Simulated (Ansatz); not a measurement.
C (model structure, P6₂22, No. 180, 3 atoms in the cell) was calculated with LDA (Ansatz, a program for electronic structure, PAW).

Settings: plane-wave cutoff 520 eV, 18×18×12 k mesh (along the axes of the cell as run), Fermi–Dirac smearing 0.01 eV, scalar-relativistic PAW data made under PBE.

Cell (relaxed at this level):

```yaml
crystal:
  lattice:
    - [2.57739, 0.00000, 0.00000]
    - [-1.28870, 2.23209, 0.00000]
    - [0.00000, 0.00000, 2.76638]
  atoms:
    - { symbol: C, position: [0.50000, 0.00000, 0.00000] }
    - { symbol: C, position: [0.00000, 0.50000, 0.66667] }
    - { symbol: C, position: [0.50000, 0.50000, 0.33333] }
```

What does this level give for the band gap, Γ–Γ gap and bulk modulus?


- band gap: 1.80 eV (on the SCF k mesh)
- Γ–Γ gap: 9.15 eV
- bulk modulus: 467 GPa

Note: the bulk modulus is −V dP/dV from two relaxed cells at ±2 % in volume; the relaxation could raise the start's symmetry but not lower it, so the cell can be a saddle point.

The computed numbers hold no vibrational or temperature effects.

The result took about 30 core-seconds (a rough figure).

A model structure was made by putting elements into a prototype or built by hand; it is no filed structure, need not be a known phase, and can be a saddle point held by its symmetry.
